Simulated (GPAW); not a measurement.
**GPAW run on Cr (Im-3m, 1 atom in the cell): self-consistent single point**

Method: PBE, GPAW PAW datasets PBE (gpaw-data 1.0.1) (plane waves; GPAW 25.7.0).

This input was run:

```python
from ase import Atoms
from ase.units import GPa
from gpaw import GPAW

atoms = Atoms(['Cr'],
              cell=[[-1.454400, 1.454400, 1.454400],
                    [1.454400, -1.454400, 1.454400],
                    [1.454400, 1.454400, -1.454400]],
              positions=[[0.000000, 0.000000, 0.000000]],
              pbc=True)

atoms.set_initial_magnetic_moments([3.0])

calc = GPAW(spinpol=True,
            mode={'name': 'pw', 'ecut': 850},
            xc='PBE',
            kpts={'size': (16, 16, 16), 'gamma': True},
            occupations={'name': 'methfessel-paxton', 'width': 0.2, 'order': 0},
            nbands=-7,
            convergence={'density': 1e-05, 'energy': 1e-05},
            symmetry={'symmorphic': False, 'tolerance': 0.0005},
            maxiter=100)

atoms.calc = calc

energy = atoms.get_potential_energy()
print('Energy (eV):', round(energy, 6))
forces = atoms.get_forces()
print('Forces (eV/Ang):')
print(forces.round(5))
stress = atoms.get_stress()
print('Stress (GPa, Voigt):', (stress / GPa).round(4))
```

Output, abridged:

```
Input parameters:
  convergence: {density: 1e-05,
                energy: 1e-05}
  kpts: {gamma: True,
         size: (16, 16, 16)}
  maxiter: 100
  mode: {ecut: 850,
         name: pw}
  nbands: -7
  occupations: {name: methfessel-paxton,
                order: 0,
                width: 0.2}
  spinpol: True
  symmetry: {symmorphic: False,
             tolerance: 0.0005}
  xc: PBE

species:
  Cr:
    name: Chromium
    Z: 24.0
    valence: 6
    core: 18
    charge: 0.0
    file: Cr.PBE.gz

    # Using partial waves for Cr as LCAO basis

Reference energy: -28582.377450  # eV

Spin-polarized calculation.
Initial magnetic moment: 3.000000

Convergence criteria:
 Maximum [total energy] change in last 3 cyles: 1e-05 eV / valence electron
 Maximum integral of absolute [dens]ity change: 1e-05 electrons / valence electron
 Maximum integral of absolute [eigenst]ate change: 4e-08 eV^2 / valence electron
 Maximum number of scf [iter]ations: 100

Symmetries present (total): 48
Symmetries with fractional translations: 0
4096 k-points: 16 x 16 x 16 Monkhorst-Pack grid + [1/32,1/32,1/32]
145 k-points in the irreducible part of the Brillouin zone
       k-points in crystal coordinates                weights
   0:     0.00000000    0.00000000    0.00000000          1/4096
   1:     0.06250000    0.00000000    0.00000000         12/4096
   2:     0.06250000    0.06250000   -0.06250000          6/4096
   [... 7 lines left out ...]
          ...
 144:     0.50000000    0.50000000    0.50000000          1/4096

Wave functions: Plane wave expansion
  Cutoff energy: 850.000 eV
  Number of coefficients (min, max): 675, 707
  Pulay-stress correction: 0.000000 eV/Ang^3 (de/decut=0.000000)

Occupation numbers: Methfessel-Paxton:
  width: 0.2000  # eV
  order: 0

Eigensolver

Densities:
  Coarse grid: 18*18*18 grid
  Fine grid: 36*36*36 grid
  Total Charge: 0.000000

Density mixing:
  Method: difference
  Backend: pulay
  Linear mixing parameter: 0.05
  old densities: 5
  Damping of long wavelength oscillations: 50

Hamiltonian:
  XC and Coulomb potentials evaluated on a 36*36*36 grid
  External potential:
    NoExternalPotential

XC parameters: PBE with 2 nearest neighbor stencil

Number of atoms: 1
Number of atomic orbitals: 9
Number of bands in calculation: 11
Number of valence electrons: 6
Bands to converge: occupied

Density initialized from atomic densities
  9 bands from LCAO basis set
  2 bands from random numbers

Atomic positions and initial magnetic moments

Positions:
   0 Cr     0.000000    0.000000    0.000000    ( 0.0000,  0.0000,  3.0000)

Unit cell:
           periodic     x           y           z      points  spacing
  1. axis:    yes   -1.454400    1.454400    1.454400    18     0.1143
  2. axis:    yes    1.454400   -1.454400    1.454400    18     0.1143
  3. axis:    yes    1.454400    1.454400   -1.454400    18     0.1143

  Lengths:   2.519095   2.519095   2.519095
  Angles:  109.471221 109.471221 109.471221

Effective grid spacing dv^(1/3) = 0.1283

     iter     time        total  log10-change:  magmom
                         energy   eigst   dens
iter:   1 --:--:--    -8.431701                   +2.9978
iter:   2 --:--:--    -9.115107   -1.68  -1.21    +1.7314
iter:   3 --:--:--    -9.711781   -1.93  -1.16    -0.4564
iter:   4 --:--:--    -9.380025   -1.03  -0.98    +0.1074
iter:   5 --:--:--    -9.470946   -1.74  -1.70    +0.0478
iter:   6 --:--:--    -9.371916   -1.68  -1.39    +0.0061
iter:   7 --:--:--    -9.373474   -2.97  -2.24    -0.0011
iter:   8 --:--:--    -9.373979   -3.52  -2.37    -0.0020
iter:   9 --:--:--    -9.373241   -4.11  -2.44    -0.0012
iter:  10 --:--:--    -9.373242   -5.09  -3.66    -0.0004
iter:  11 --:--:--    -9.373249c  -5.63  -3.48    -0.0001
iter:  12 --:--:--    -9.373253c  -5.79  -3.63    +0.0000
iter:  13 --:--:--    -9.373251c  -6.55  -4.20    +0.0000
iter:  14 --:--:--    -9.373251c  -7.01  -5.46c   +0.0000
iter:  15 --:--:--    -9.373251c  -7.43c -5.65c   +0.0000

Converged after 15 iterations.

Dipole moment: (-0.000000, 0.000000, -0.000000) |e|*Ang

Total magnetic moment: (0.000000, 0.000000, 0.000006)
Local magnetic moments:
   0 Cr ( 0.000000,  0.000000,  0.000007)

Energy contributions relative to reference atoms: (reference = -28582.377450)

Kinetic:        -21.137045
Potential:      +14.136147
External:        +0.000000
XC:              -2.572231
Entropy (-ST):   -0.014166
Local:           +0.206961
SIC:             +0.000000
--------------------------
Free energy:     -9.380334
Extrapolated:    -9.373251

Spin contamination: 0.000001 electrons
Showing only first 2 kpts
                      Up                     Down
 Kpt  Band  Eigenvalues  Occupancy  Eigenvalues  Occupancy
  0     1      9.52811    1.00000      9.52812    1.00000
  0     2      9.52811    1.00000      9.52812    1.00000
  0     3      9.52811    1.00000      9.52812    1.00000
  0     4     11.37441    0.00000     11.37441    0.00000

  1     1      9.46945    1.00000      9.46946    1.00000
  1     2      9.51911    1.00000      9.51912    1.00000
  1     3      9.63324    1.00000      9.63325    1.00000
  1     4     11.30975    0.00000     11.30975    0.00000

Fermi level: 10.33574

No gap
No difference between direct/indirect transitions
Energy (eV): -9.373251

Forces in eV/Ang:
  0 Cr   -0.00000    0.00000   -0.00000

Stress tensor:
     0.093128     0.000000     0.000000
     0.000000     0.093128    -0.000000
     0.000000    -0.000000     0.093128
Stress (GPa, Voigt): [14.9207 14.9207 14.9207 -0.      0.      0.    ]
```

The run converged in 15 iterations. GPAW prints stress with tension positive.

The starting cell was generated: these elements placed on a structure prototype, without a prior relaxation; it need not be a known phase or ordering of this composition. Its lattice was rescaled by a random factor within 2.5 % of one. The starting moments vanished: the run ended non-magnetic, which need not be the lowest state. With a pressure of about -15 GPa the cell is away from its equilibrium volume at this level.

Cost on one core of a shared machine: roughly 70 s.
